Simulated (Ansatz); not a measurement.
**Effect of Zn → Hg on ZnS**

Take ZnS in the wurtzite structure (space group P6_3mc, No. 186; a = 3.782 Å, c = 6.208 Å) as the base.

It is then changed as follows: full substitution Zn → Hg; the structure is relaxed again.

Computed with Ansatz (a quantum-chemistry and plane-wave program), PBEsol, PAW, cutoff 420 eV, no spin-orbit coupling. Settings: 9×9×5 k-points, 0.05 eV Fermi–Dirac smearing, for the changed cell.

The lattice parameter a goes up by 0.375 Å to 4.157 Å and the c/a ratio decreases by 0.0106, from 1.641 to 1.631. The space group is still P6_3mc (No. 186) and the shortest interatomic distance increases by 0.223 Å (2.319 Å → 2.542 Å). The band gap goes from 2.15 eV to zero.

Final structure:

```yaml
crystal:
  lattice:
    - [4.15717, 0.00000, 0.00000]
    - [-2.07859, 3.60022, 0.00000]
    - [0.00000, 0.00000, 6.77932]
  atoms:
    - { symbol: Hg, position: [0.66667, 0.33333, 0.00086] }
    - { symbol: Hg, position: [0.33333, 0.66667, 0.50086] }
    - { symbol: S, position: [0.66667, 0.33333, 0.62434] }
    - { symbol: S, position: [0.33333, 0.66667, 0.12434] }
```

Spin-orbit coupling, missing from the scalar runs, can matter with Hg. No phonon test of stability was made. For HgS in this form, whether it has been made was not checked. The final runs are not spin-polarised. This is not the structure that HgS has at room temperature and ambient pressure. The zero or small gap of HgS can change with the level of theory.
